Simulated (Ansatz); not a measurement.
Input:

```
CELL_PARAMETERS angstrom
      5.35642     0.00000     0.00000
      2.67821     4.63879     0.00000
      0.00000     0.00000     4.14378
ATOMIC_POSITIONS crystal
  Co 0.50000 0.50000 0.00000
  Co 0.50000 0.00000 0.00000
  Co 0.00000 0.50000 0.00000
  Sn 0.00000 0.00000 0.00000
  Sn 0.33333 0.33333 0.50000
  Sn 0.66667 0.66667 0.50000
```

No spin polarisation.

Level of theory: Ansatz (a program for electronic structure), r2SCAN, PAW, cutoff 500 eV, scalar-relativistic without spin-orbit coupling. Γ-centred 10×10×11 mesh, Fermi–Dirac width 0.05 eV.

Q: What pressure (mean of the normal stresses, compression positive) does the calculation give?

A: -4.2 GPa.

Q: What is the computed band gap?

A: Zero.

The cells carry an imposed strain or load. No phonon test of stability was made. The final runs are not spin-polarised. The cell was made from CoSn (space group P6/mmm, No. 191; non-magnetic) by this change: biaxial strain +2.19 %, plane normal [001], relaxed out of plane.
